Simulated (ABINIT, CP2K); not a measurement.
A CP2K input for a self-consistent single point of Rb₃Ba (Fm-3m, 4 atoms in the cell) (DFT PBEsol, GPW, DZVP-MOLOPT-PBE-GTH basis, GTH-PBE potentials (POTENTIAL_UZH)):

```
&GLOBAL
  PROJECT run
  RUN_TYPE ENERGY_FORCE
  PRINT_LEVEL LOW
&END GLOBAL
&FORCE_EVAL
  METHOD Quickstep
  STRESS_TENSOR ANALYTICAL
  &DFT
    BASIS_SET_FILE_NAME BASIS_MOLOPT_UZH
    POTENTIAL_FILE_NAME POTENTIAL_UZH
    &QS
      METHOD GPW
      EPS_DEFAULT 1E-10
    &END QS
    &MGRID
      CUTOFF 500
      REL_CUTOFF 60
      NGRIDS 5
    &END MGRID
    &SCF
      SCF_GUESS ATOMIC
      EPS_SCF 1E-7
      MAX_SCF 100
      ADDED_MOS 7
      &DIAGONALIZATION
        ALGORITHM STANDARD
      &END DIAGONALIZATION
      &MIXING
        METHOD BROYDEN_MIXING
        ALPHA 0.2
        NBUFFER 12
        BETA 1.5
      &END MIXING
      &SMEAR ON
        METHOD FERMI_DIRAC
        ELECTRONIC_TEMPERATURE [K] 580.23
      &END SMEAR
    &END SCF
    &KPOINTS
      SCHEME MONKHORST-PACK 4 4 4
      GAMMA_CENTERED T
    &END KPOINTS
    &XC
      &XC_FUNCTIONAL
        &PBE
          PARAMETRIZATION PBESOL
        &END PBE
      &END XC_FUNCTIONAL
    &END XC
    &PRINT
      &MO
        EIGENVALUES T
        OCCUPATION_NUMBERS T
        NDIGITS 8
        FILENAME mo
        &EACH
          QS_SCF 0
        &END EACH
        ADD_LAST NUMERIC
      &END MO
      &MULLIKEN OFF
      &END MULLIKEN
    &END PRINT
  &END DFT
  &SUBSYS
    &CELL
      A 7.57076900 0.00000000 0.00000000
      B 3.78538400 6.55647800 0.00000000
      C 3.78538400 2.18549300 6.18150700
      PERIODIC XYZ
    &END CELL
    &COORD
      SCALED
      Rb       0.25000000     0.25000000     0.25000000
      Rb       0.75000000     0.75000000     0.75000000
      Rb       0.50000000     0.50000000     0.50000000
      Ba       0.00000000     0.00000000     0.00000000
    &END COORD
    &KIND Rb
      BASIS_SET DZVP-MOLOPT-PBE-GTH-q9
      POTENTIAL GTH-PBE-q9
    &END KIND
    &KIND Ba
      BASIS_SET DZVP-MOLOPT-PBE-GTH-q10
      POTENTIAL GTH-PBE-q10
    &END KIND
  &END SUBSYS
  &PRINT
    &FORCES ON
    &END FORCES
    &STRESS_TENSOR ON
    &END STRESS_TENSOR
  &END PRINT
&END FORCE_EVAL
```

Problem. Write the same calculation as an input for ABINIT.

Solution. This is the input that was run; spellings and numerical settings could be chosen otherwise.

```
# Rb3Ba, PseudoDojo nc-sr-04 PBEsol standard
pp_dirpath "./"
pseudos "Rb.upf, Ba.upf"
acell 7.5707688604 7.5707688604 7.5707688604 Angstrom
rprim
        -0.0000000000    0.7071067812    0.7071067812
         0.7071067812   -0.0000000000    0.7071067812
         0.7071067812    0.7071067812   -0.0000000000
natom 4
ntypat 2
znucl 37 56
typat 1 1 1 2
xcart
         5.0581751157    5.0581751157    5.0581751157
        15.1745253472   15.1745253472   15.1745253472
        10.1163502315   10.1163502315   10.1163502315
         0.0000000000    0.0000000000    0.0000000000
ecut 28
occopt 3
tsmear 0.05 eV
nband 25
kptopt 1
ngkpt 4 4 4
nshiftk 1
shiftk 0 0 0
nstep 60
tolvrs 1.0e-12
prtwf 0
prtden 0
prtvol 1
enunit 2
```

Basis, cutoffs, solver keys and any potentials are the target program's own. This input uses DFT, PBEsol, plane waves, norm-conserving pseudopotentials (PseudoDojo nc-sr-04 PBEsol standard). Both were run: pressure 0.36 GPa in CP2K and 0.13 in ABINIT.

On CP2K: the starting cell comes from a database of computed structures (which also holds hypothetical and non-ambient phases and stackings), without a prior relaxation at this level. Its lattice was rescaled by a random factor within 2.5 % of one. For this run, on top of that: lattice scaled by 0.98. Values carry the incompleteness of an atom-centred basis. The potentials were made for another functional than the one used.

On ABINIT: the starting cell comes from a database of computed structures (which also holds hypothetical and non-ambient phases and stackings), without a prior relaxation at this level. Its lattice was rescaled by a random factor within 2.5 % of one. For this run, on top of that: lattice scaled by 0.98.
